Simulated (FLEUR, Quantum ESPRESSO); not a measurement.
A Quantum ESPRESSO input for a self-consistent single point of Ti6PtAu (Pm-3, 8 atoms in the cell) (DFT, LDA (PW92), plane waves, PseudoDojo standard norm-conserving (LDA) pseudopotentials):

```fortran
&control
 calculation = 'scf',
 prefix = 'ti6ptau',
 outdir = './tmp/',
 pseudo_dir = './',
 tprnfor = .true.,
 tstress = .true.,
/
&system
 ibrav = 1,
 celldm(1) = 9.554738745,
 nat = 8,
 ntyp = 3,
 ecutwfc = 85,
 occupations = 'smearing',
 smearing = 'gauss',
 degauss = 0.0099958,
/
&electrons
 conv_thr = 1.0d-10,
/
ATOMIC_SPECIES
Ti    47.8670  Ti.upf
Pt   195.0840  Pt.upf
Au   196.9666  Au.upf
ATOMIC_POSITIONS crystal
Ti    0.000000000    0.500000000    0.753550000
Ti    0.000000000    0.500000000    0.246450000
Ti    0.753550000    0.000000000    0.500000000
Ti    0.246450000    0.000000000    0.500000000
Ti    0.500000000    0.753550000    0.000000000
Ti    0.500000000    0.246450000    0.000000000
Pt    0.000000000    0.000000000    0.000000000
Au    0.500000000    0.500000000    0.500000000
K_POINTS automatic
5 5 5  0 0 0
```

### Question
Translate this input to FLEUR.

### Answer
One input that does it (others would too):

Input of the input generator:

```
Ti6PtAu
&input film=f /
5.0561500000 0.0000000000 0.0000000000
0.0000000000 5.0561500000 0.0000000000
0.0000000000 0.0000000000 5.0561500000
1.8897261246
1.0 1.0 1.0

8
22 -0.0000000000 0.5000000000 0.7535500000
22 -0.0000000000 0.5000000000 0.2464500000
22 0.7535500000 0.0000000000 0.5000000000
22 0.2464500000 0.0000000000 0.5000000000
22 0.5000000000 0.7535500000 -0.0000000000
22 0.5000000000 0.2464500000 -0.0000000000
78 -0.0000000000 0.0000000000 -0.0000000000
79 0.5000000000 0.5000000000 0.5000000000

&comp jspins=1 /
&exco xctyp='pz' /
&kpt div1=5 div2=5 div3=5 /
&end /
```

```xml
<?xml version="1.0" encoding="UTF-8" standalone="no"?>
<fleurInput fleurInputVersion="0.39">
   <comment>
      Ti6PtAu                                                                                             
   </comment>
   <calculationSetup>
      <cutoffs Kmax="3.8" Gmax="15.2" GmaxXC="15.2" numbands="0"/>
      <scfLoop itmax="100" minDistance="0.00001" maxIterBroyd="99" imix="Anderson" alpha="0.05" precondParam="0.0" spinf="2.0"/>
      <coreElectrons ctail="T" frcor="F" kcrel="0" coretail_lmax="0"/>
      <xcFunctional name="pz" relativisticCorrections="F"/>
      <magnetism jspins="1"/>
      <soc l_soc="F" theta="0.0" phi="0.0" spav="F"/>
      <expertModes spex="0" secvar="F"/>
      <geometryOptimization l_f="T" forcealpha="1.0" forcemix="BFGS" epsdisp="0.00001" epsforce="0.00001"/>
      <ldaU l_linMix="F" mixParam="0.05" spinf="1.0"/>
   </calculationSetup>
   <cell>
      <bzIntegration valenceElectrons="105.0" mode="gauss" fermiSmearingEnergy="0.00499791">
         <kPointListSelection listName="default-1"/>
         <!-- k-points included here -->
         <xi:include xmlns:xi="http://www.w3.org/2001/XInclude" href="kpts.xml"> </xi:include>
      </bzIntegration>
      <!-- symmetry operations included here -->
      <xi:include xmlns:xi="http://www.w3.org/2001/XInclude" href="sym.xml"> </xi:include>
      <bulkLattice scale="1.0">
         <bravaisMatrix>
            <row-1>    9.5547387448962890     0.0000000000000000     0.0000000000000000</row-1>
            <row-2>    0.0000000000000000     9.5547387448962890     0.0000000000000000</row-2>
            <row-3>    0.0000000000000000     0.0000000000000000     9.5547387448962890</row-3>
         </bravaisMatrix>
      </bulkLattice>
   </cell>
   <atomSpecies>
      <species name="Titanium (Ti)" element="Ti" atomicNumber="22">
         <mtSphere radius="2.20" gridPoints="761" logIncrement="0.016"/>
         <atomicCutoffs lmax="8" lnonsphr="6"/>
         <electronConfig flipSpins="F">
            <coreConfig>(1s1/2) (2s1/2) (2p1/2) (2p3/2)</coreConfig>
            <valenceConfig>(3s1/2) (3p1/2) (3p3/2) (4s1/2) (3d3/2) (3d5/2)</valenceConfig>
            <stateOccupation state="(3d3/2)" spinUp="0.4" spinDown="0.4"/>
            <stateOccupation state="(3d5/2)" spinUp="0.6" spinDown="0.6"/>
         </electronConfig>
         <energyParameters s="4" p="4" d="3" f="4"/>
         <lo type="SCLO" l="0" n="3" eDeriv="0"/>
         <lo type="SCLO" l="1" n="3" eDeriv="0"/>
      </species>
      <species name="Platinum (Pt)" element="Pt" atomicNumber="78">
         <mtSphere radius="2.68" gridPoints="925" logIncrement="0.015"/>
         <atomicCutoffs lmax="10" lnonsphr="8"/>
         <electronConfig flipSpins="F">
            <coreConfig>(1s1/2) (2s1/2) (2p1/2) (2p3/2) (3s1/2) (3p1/2) (3p3/2) (4s1/2) (3d3/2) (3d5/2) (4p1/2) (4p3/2) (5s1/2) (4d3/2) (4d5/2) (4f5/2) (4f7/2)</coreConfig>
            <valenceConfig>(5p1/2) (5p3/2) (6s1/2) (5d3/2) (5d5/2)</valenceConfig>
            <stateOccupation state="(6s1/2)" spinUp="0.5" spinDown="0.5"/>
            <stateOccupation state="(5d3/2)" spinUp="1.8" spinDown="1.8"/>
            <stateOccupation state="(5d5/2)" spinUp="2.7" spinDown="2.7"/>
         </electronConfig>
         <energyParameters s="6" p="6" d="5" f="5"/>
         <lo type="SCLO" l="1" n="5" eDeriv="0"/>
      </species>
      <species name="Gold (Au)" element="Au" atomicNumber="79">
         <mtSphere radius="2.68" gridPoints="925" logIncrement="0.015"/>
         <atomicCutoffs lmax="10" lnonsphr="8"/>
         <electronConfig flipSpins="F">
            <coreConfig>(1s1/2) (2s1/2) (2p1/2) (2p3/2) (3s1/2) (3p1/2) (3p3/2) (4s1/2) (3d3/2) (3d5/2) (4p1/2) (4p3/2) (5s1/2) (4d3/2) (4d5/2) (4f5/2) (4f7/2)</coreConfig>
            <valenceConfig>(5p1/2) (5p3/2) (6s1/2) (5d3/2) (5d5/2)</valenceConfig>
            <stateOccupation state="(6s1/2)" spinUp="0.5" spinDown="0.5"/>
         </electronConfig>
         <energyParameters s="6" p="6" d="5" f="5"/>
         <lo type="SCLO" l="1" n="5" eDeriv="0"/>
      </species>
   </atomSpecies>
   <atomGroups>
      <atomGroup species="Titanium (Ti)">
         <relPos label="                   1">.0000000000 1.000/2.000 -.2464500000</relPos>
         <relPos label="                   2">.0000000000 1.000/2.000 .2464500000</relPos>
         <relPos label="                   3">-.2464500000 .0000000000 1.000/2.000</relPos>
         <relPos label="                   4">.2464500000 .0000000000 1.000/2.000</relPos>
         <relPos label="                   5">1.000/2.000 -.2464500000 .0000000000</relPos>
         <relPos label="                   6">1.000/2.000 .2464500000 .0000000000</relPos>
         <force calculate="T" relaxXYZ="TTT"/>
      </atomGroup>
      <atomGroup species="Platinum (Pt)">
         <relPos label="                   7">.0000000000 .0000000000 .0000000000</relPos>
         <force calculate="T" relaxXYZ="TTT"/>
      </atomGroup>
      <atomGroup species="Gold (Au)">
         <relPos label="                   8">1.000/2.000 1.000/2.000 1.000/2.000</relPos>
         <force calculate="T" relaxXYZ="TTT"/>
      </atomGroup>
   </atomGroups>
   <output dos="F" band="F" slice="F">
      <checks vchk="F" cdinf="F"/>
      <bandDOS minEnergy="-.5*Htr" maxEnergy="0.5*Htr" sigma="0.015" storeEVData="T"/>
      <vacuumDOS vacdos="F" integ="F" star="F" nstars="0" locx1="0.0" locy1="0.0" locx2="0.0" locy2="0.0" nstm="0" tworkf="0.0"/>
      <unfoldingBand unfoldBand="F" supercellX="1" supercellY="1" supercellZ="1"/>
      <plotting iplot="0" polar="F">
         <plot TwoD="T" vec1="  1.0  0.0  0.0" vec2="  0.0  1.0  0.0" vec3="  0.0  0.0  1.0" zero="  0.0  0.0  0.0" file="plot"/>
      </plotting>
      <chargeDensitySlicing numkpt="0" minEigenval="0.0" maxEigenval="0.0" nnne="0" pallst="F"/>
      <specialOutput eonly="F"/>
      <magneticCircularDichroism mcd="F" energyLo="-10.0" energyUp="0.0"/>
   </output>
  <!-- We include the file relax.xml here to enable relaxations (see documentation) -->
  <xi:include xmlns:xi="http://www.w3.org/2001/XInclude" href="relax.xml"> <xi:fallback/> </xi:include>
</fleurInput>
```

Basis settings and potentials, where a program has them, do not carry over. This input uses DFT, LDA (Perdew-Zunger), all-electron FLAPW (FLEUR), scalar-relativistic valence. LDA parametrisations can differ slightly between programs.

The starting cell comes from a database of computed structures (which also holds hypothetical and non-ambient phases and stackings), without a prior relaxation at this level.
